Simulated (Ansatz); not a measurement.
## InSb, pressure series

Take InSb in the zinc blende structure (space group F-43m, No. 216) as the base.

```cif
data_In4Sb4
_chemical_formula_sum 'In4 Sb4'
_space_group_name_H-M_alt 'F-43m'
_space_group_IT_number 216
_space_group_name_Hall 'F -4 2 3'
_cell_length_a 6.44969
_cell_length_b 6.44969
_cell_length_c 6.44969
_cell_angle_alpha 90.000
_cell_angle_beta 90.000
_cell_angle_gamma 90.000
loop_
_atom_site_label
_atom_site_type_symbol
_atom_site_symmetry_multiplicity
_atom_site_Wyckoff_symbol
_atom_site_fract_x
_atom_site_fract_y
_atom_site_fract_z
_atom_site_occupancy
In1 In 4 a 0.00000 0.00000 0.00000 1
Sb1 Sb 4 d 0.75000 0.75000 0.75000 1
```
(The calculation used a cell of 2 atoms; values per cell refer to that cell.)

Cell and atoms are relaxed at each pressure.

Calculations: LDA, PAW, 420 eV (Ansatz, a quantum-chemistry and plane-wave program; without spin-orbit coupling).

Two rows of this table had their results exchanged by mistake.

| pressure | volume per atom (Å³) | shortest distance (Å) | band gap |
|---|---|---|---|
| pressure −2 GPa | 35.20 | 2.838 | zero |
| pressure −1 GPa | 34.31 | 2.814 | zero |
| pressure 0.9 GPa | 25.87 | 2.561 | 0.63 eV |
| pressure 2.1 GPa | 32.19 | 2.755 | zero |
| pressure 4.5 GPa | 30.96 | 2.719 | 0.12 eV |
| pressure 9 GPa | 29.19 | 2.667 | 0.47 eV |
| pressure 15 GPa | 27.47 | 2.613 | 0.77 eV |
| pressure 22.5 GPa | 32.92 | 2.776 | zero |
| pressure 30 GPa | 24.63 | 2.520 | 0.51 eV |

Q: Which two?

A: The rows for pressure 0.9 GPa and pressure 22.5 GPa: the volume has to fall steadily with pressure, so 32.92 Å³ belongs to pressure 0.9 GPa and 25.87 Å³ to pressure 22.5 GPa.

With Sb present, leaving out spin-orbit coupling can change the band edges. Load acts through the strain it causes; cell and atoms are relaxed under it. No phonon test of stability was made. Tetrahedral semiconductors of this kind turn to denser phases somewhere between about 1 and 50 GPa; those were not computed, so compressed cells here can lie past the real transition. All final runs are without spin polarisation. A zero or small gap of InSb can be the functional's error rather than a property of the material.
